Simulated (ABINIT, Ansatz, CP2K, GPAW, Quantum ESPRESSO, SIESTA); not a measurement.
## TiZn (Pm-3m, 2 atoms in the cell) computed with different codes at matched settings

Self-consistent single point.

```
CELL_PARAMETERS angstrom
      3.12375     0.00000     0.00000
      0.00000     3.12375     0.00000
      0.00000     0.00000     3.12375
ATOMIC_POSITIONS crystal
  Ti 0.50000 0.50000 0.50000
  Zn 0.00000 0.00000 0.00000
```

Shared settings, as Ansatz (a first-principles code) writes them: kpoints.mp_grid.grid = 7 7 7; scf.occupations.method = fermi_dirac; scf.occupations.width = 0.1 eV. Potentials and cutoffs stand in the table.

```
code                                                                                                                                 model  pressure (GPa)       cutoff
----------------  ------------------------------------------------------------------------------------------------------------------------  --------------  -----------
Quantum ESPRESSO                                                                       LDA (PZ), GBRV 1.5 ultrasoft (LDA) pseudopotentials           -7.39        50 Ry
CP2K                                                  LDA (Pade form), GPW, TZVP-MOLOPT-SR-GTH basis, GTH-PADE potentials (GTH_POTENTIALS)           -6.22  grid 600 Ry
GPAW                                                                         LDA (Perdew-Wang 92), GPAW PAW datasets LDA (gpaw-data 1.0.1)           -7.05       850 eV
SIESTA            LDA PW92, numerical atomic orbitals TZP, PseudoDojo LDA standard norm-conserving potentials (rewritten from UPF to PSML)          -11.75  grid 350 Ry
Ansatz                                                                                         LDA (PW92), default PAW files made with PBE           -7.11       420 eV
ABINIT                                                                                                  LDA (PW92), PAW (JTH v2.0 LDA PAW)           -6.94        30 Ha
```

On Ansatz's run: spin polarisation is off.

The spread over the programs that give each value: pressure within 5.53 GPa.

CP2K and SIESTA use small atom-centred bases, whose incompleteness enters pressures, forces and empty levels differently from a plane-wave cutoff. Ansatz's pressure is given at a fixed set of plane waves, as the other plane-wave codes print theirs; with its correction for the finite basis it is -7.05 GPa. The same LDA comes in different parametrisations, which differ slightly. In the pressure, SIESTA (by 4.67) lies more than 1 GPa from the median of the plane-wave programs.

The starting cell comes from a database of computed structures (which also holds hypothetical and non-ambient phases and stackings), without a prior relaxation at this level.

Left out of this page: Elk and FLEUR (not drawn, or without a comparable value).

Keys are those of Ansatz 0.2.
